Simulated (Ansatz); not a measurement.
**The (010) surface of beta Ga2O3 in its 1x1 cell (cut with top plane 4 Ga + 6 O, bottom plane 4 Ga + 6 O), outermost plane spacing 1.54 Å in the ideal cut**

Method: r2SCAN, at the PBE geometry (plane waves to 500 eV, PAW; Ansatz, a program for electronic structure).

Model: 80-atom slab, Ga32O48, 10.8 Å thick at the start, 5x2x1 mesh, Fermi-Dirac 0.025 eV, dipole correction, single point; on the structure that PBE left under its start's symmetry; no spin, no spin-orbit, no U.

The gap of the slab on its k-mesh is 1.68 eV and the highest filled level below the top vacuum level comes out as 6.45 eV. The cost comes out as very roughly 30 core-minutes.
